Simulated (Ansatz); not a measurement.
## Several settings converged on RbP2Ru2 (I4mm, 5 atoms in the cell)

```
CELL_PARAMETERS angstrom
     -2.00976     2.00976     6.58610
      2.00976    -2.00976     6.58610
      2.00976     2.00976    -6.58610
ATOMIC_POSITIONS crystal
  Rb 0.00380 0.00380 0.00000
  P  0.33349 0.33349 0.00000
  P  0.66651 0.66651 0.00000
  Ru 0.75000 0.25000 0.50000
  Ru 0.25000 0.75000 0.50000
```

Base method: PBEsol, default PAW files made with PBE (plane waves; Ansatz, a quantum-chemistry and plane-wave program).

Base settings: basis.ecutwfc = 420 eV; kpoints.mp_grid.grid = 8 8 8; hamiltonian.xc = pbesol; hamiltonian.pseudopotentials = {kind: paw} (the program's default PAW files); scf.occupations.method = fermi_dirac; scf.occupations.width = 0.1 eV.

The count of work is k-points × plane waves × bands × iterations; it is no time. Core times come from one kind of shared machine, to one figure; runs under 30 s give none.

**The k-point mesh**

The second cell is the first with its lattice scaled by 0.98.

Only quantities that move along the ladder and can be compared are tabulated.

```tsv
kpoints.mp_grid.grid	free energy less the last step's (meV/atom)	energy of the compressed cell less the first (meV/atom)	pressure (GPa)	largest difference of a force vector from the last step's (eV/Å)	count of work / last	core time / last (rough)
2 2 2	-54.97	14.94	-1.72	0.720	0.0083	–
4 4 4	-10.86	22.98	-0.78	0.227	0.027	–
6 6 6	1.04	25.06	-0.54	0.029	0.062	–
8 8 8	-0.02	25.40	-0.50	0.021	0.12	–
9 9 9	0.23	25.53	-0.48	0.008	0.16	–
11 11 11	0.02	25.42	-0.49	0.005	0.26	0.3
17 17 17	-0.01	25.43	-0.49	0.000	0.84	1
18 18 18	0.00	25.43	-0.49	0.000	1.0	1
```

Coarsest kpoints.mp_grid.grid that holds the free energy within 2 meV/atom of the last step, with all finer ones: 6 6 6, at 0.062 of the last step's count of work; the step before is off by 11 meV/atom.

Coarsest kpoints.mp_grid.grid that holds the energy of the compressed cell less the first within 1 meV/atom of the last step, with all finer ones: 6 6 6, at 0.062 of the last step's count of work; the step before is off by 2.5 meV/atom.

Coarsest kpoints.mp_grid.grid that holds the forces within 0.01 eV/Å of the last step, with all finer ones: 9 9 9, at 0.16 of the last step's count of work; the step before is off by 0.021 eV/Å.

The energy difference between the two cells stays within 1 meV/atom of the last step's from 6 6 6 on, the total only from 8 8 8 on: much of the error is common to both cells and cancels.

**The k-point mesh at a smearing width of 0.3 eV**

In this ladder: scf.occupations.width = 0.3 eV.

Only quantities that move along the ladder and can be compared are tabulated.

| kpoints.mp_grid.grid | free energy less the last step's (meV/atom) | pressure (GPa) | largest difference of a force vector from the last step's (eV/Å) | count of work / last |
|---|---|---|---|---|
| 4 4 4 | -7.42 | -0.11 | 0.045 | 0.016 |
| 5 5 5 | 0.35 | 0.07 | 0.009 | 0.022 |
| 6 6 6 | -0.26 | 0.05 | 0.005 | 0.036 |
| 7 7 7 | 0.25 | 0.06 | 0.000 | 0.048 |
| 9 9 9 | 0.02 | 0.06 | 0.000 | 0.090 |
| 19 19 19 | 0.00 | 0.06 | 0.000 | 0.66 |
| 22 22 22 | 0.00 | 0.06 | 0.000 | 1.0 |

Coarsest kpoints.mp_grid.grid that holds the free energy within 0.5 meV/atom of the last step, with all finer ones: 5 5 5, at 0.022 of the last step's count of work; the step before is off by 7.4 meV/atom.

Coarsest kpoints.mp_grid.grid that holds the forces within 0.005 eV/Å of the last step, with all finer ones: 6 6 6, at 0.036 of the last step's count of work; the step before is off by 0.009 eV/Å.

Coarsest kpoints.mp_grid.grid that holds the pressure within 0.1 GPa of the last step, with all finer ones: 5 5 5, at 0.022 of the last step's count of work; the step before is off by 0.17 GPa.

**The width of cold smearing**

In this ladder: kpoints.mp_grid.grid = 13 13 13; scf.occupations.method = cold.

Narrow widths need finer meshes than wide ones, so the last steps can hold mesh noise.

Only quantities that move along the ladder and can be compared are tabulated; pressure and forces are left out, as mesh noise rules them at narrow widths.

| scf.occupations.width | free energy less the last step's (meV/atom) |
|---|---|
| 0.5 eV | 9.28 |
| 0.3 eV | 0.22 |
| 0.2 eV | -0.50 |
| 0.1 eV | -0.17 |
| 0.05 eV | 0.00 |

Widest scf.occupations.width that holds the free energy within 1 meV/atom of the last step, with all finer ones: 0.3 eV; the step before is off by 9.3 meV/atom.

On the base run: the starting cell comes from a database of computed structures (which also holds hypothetical and non-ambient phases and stackings), without a prior relaxation at this level. Its lattice was rescaled by up to half a per cent. One atom was moved a little off its site on purpose. Spin polarisation is off; with an odd number of electrons in the cell that forces a metal, and a magnetic state may lie lower. Ansatz's pressure includes its estimate of the finite-basis (Pulay) stress.

Left out of this page: 2 runs of the series outside the window shown, repeating another row's setting, or not comparable; 1 run of the series unsound by tests on forces, stress, charge or solver warnings.

Keys are those of Ansatz 0.2.
